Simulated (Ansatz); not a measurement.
We consider Bi (C2/m, No. 12, 2 atoms in the cell; start mp-23157; another form than the element's usual one), described by PBEsol in Ansatz (plane waves, PAW).

Settings: plane-wave cutoff 520 eV, 12×12×18 k mesh (along the axes of the cell as run), Fermi–Dirac smearing 0.05 eV, scalar-relativistic PAW data made under PBE.

Cell (relaxed at this level):

```
CELL_PARAMETERS angstrom
      3.43734    -3.06664    -0.02073
      3.43734     3.06664    -0.02073
     -1.26022     0.00000     3.07468
ATOMIC_POSITIONS crystal
  Bi 0.24759 0.24759 0.14670
  Bi 0.75241 0.75241 0.85330
```

What does this level give for the bulk modulus B0?


- bulk modulus B0 = 52.7 GPa

The run finds no gap.

Note: the bulk modulus is −V dP/dV from two relaxed cells at ±2 % in volume; the relaxation could not lower the start's symmetry, so the cell can be a saddle point above a distorted one.

Spin–orbit coupling is not included; it can shift volumes and moduli of such heavy elements.

Computed values are for the static lattice.

Computing time: roughly 10 core-minutes.

A start named mp-… is a Materials Project structure, which need not be a measured phase.

Ansatz is a program for electronic structure.
